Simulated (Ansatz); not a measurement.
# A constructed model of the (111) surface of fcc Pd, a pseudomorphic layer of Mg in the other hollow (bottom of the slab: a bare face, its two planes held)

Method: PBE (plane waves to 420 eV, PAW; Ansatz, a first-principles code).

Slab: 7 atoms, 13.8 Å thick at the start; k 15x15x1, smearing 0.1 eV, dipole-corrected; 2 atoms held, the rest relaxed; symmetry of the start imposed; no spin, no spin-orbit, no U. In PBE it is, or lies within 0.01 eV a 1x1 cell of, the lowest of the 2 structures of its composition computed so far; larger cells were not tried.

| Property | Result |
|---|---|
| work function of the top face | 4.10 eV |
| energy released by relaxation | 0.11 eV |
| cost | about 3 core-minutes (a rough figure) |
